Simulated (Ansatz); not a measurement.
# In2S3 (R-3c, No. 167, 10 atoms in the cell; start mp-22375; a measured phase of this formula has another space group)

All values below come from HSE06 in Ansatz (plane waves, PAW).

Run with plane-wave cutoff 500 eV, 4×4×4 k mesh, gaussian smearing 0.02 eV, scalar-relativistic PAW data made under PBE.

Cell (relaxed with PBEsol):

In2S3 is modelled in the trigonal space group R-3c, hexagonal axes (No. 167), the corundum structure, Pearson symbol hR10. Lattice parameters: a = 6.572 Å, b = 6.572 Å, c = 17.616 Å, α = 90.00°, β = 90.00°, γ = 120.00°. In on 12c has 3 S at 2.559 Å and 3 S at 2.693 Å. S on 18e is coordinated by 2 In at 2.559 Å and 2 In at 2.693 Å. (Neighbours: up to the widest gap in distance over summed covalent radii, below 1.35, at either atom; cation-cation and far metal-metal contacts left out.)
(The calculation used a cell of 10 atoms; values per cell refer to that cell.)

For In2S3 (R-3c, No. 167, 10 atoms in the cell; start mp-22375; a measured phase of this formula has another space group), the band gap comes out as 1.59 eV (on the SCF k mesh).

Note: cell and atoms aren't relaxed at this level (pressure 0.7 GPa).

Spin–orbit coupling is not included.

Static lattice: no zero-point or thermal effects.

A start named mp-… is a Materials Project structure, which need not be a measured phase.

Ansatz is a first-principles code.
